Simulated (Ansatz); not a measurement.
Consider TaN in the rock salt structure (space group Fm-3m, No. 225; a = 4.416 Å; relaxed with 0.1 eV smearing).

Method: PBE (Ansatz, a program for electronic structure; PAW; 420 eV plane waves; no spin-orbit coupling), earlier PAW set.

Before the change:

```
Item        Value
--------  -------
Pressure  0.0 GPa
Band gap     zero
```

It is then changed as follows: an isotropic linear strain of −1.91 %; the atoms relax in the strained cell.

Task: What does the calculation give for the energy relative to the base after the change?

Result: The energy grows by 39 meV/atom.

Task: What does the calculation give for the pressure after the change?

Result: The pressure goes from zero to 21.7 GPa.

Task: How does this affect the band gap?

Result: The band gap remains zero.

No phonon test of stability was made. The final runs are not spin-polarised. This is not the structure that TaN has at room temperature and ambient pressure.
